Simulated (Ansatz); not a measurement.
For ZrRh₃ (Pm-3m), PBEsol, DFPT electron-phonon coupling, linearised Boltzmann equation in Ansatz (a first-principles code) gives a transport coupling λ_tr = 0.391 and a Drude plasma energy ħω_p = 6.13 eV.

### Question
Estimate the resistivity at 300 K from the high-temperature formula ρ = 2π λ_tr k_B T / (ħ ε₀ ω_p²), and say how the full Boltzmann solution compares.

### Answer
The scattering rate is 1/τ = 2π λ_tr k_B T/ħ = 9.65e13 s⁻¹ and ω_p = 9.31e15 s⁻¹, so ρ ≈ 12.6 μΩ·cm. The Boltzmann solution gives 11.5 μΩ·cm, 0.91 times the estimate.

A metal at this level (no band gap). Only scattering by harmonic phonons is included (no impurities, grain boundaries, electron-electron scattering or thermal expansion). Spin-orbit coupling is left out. Halving the electron mesh (24x24x24) moves the resistivity by up to 2 % at 300 K, the coupling by up to 4 %. Smearing 0.20 eV; phonons on a 4x4x4 q mesh, which this run doesn't test.

Formula and space group known from diffraction (Crystallography Open Database), not checked to be the room-temperature form: ZrRh3 (Pm-3m).
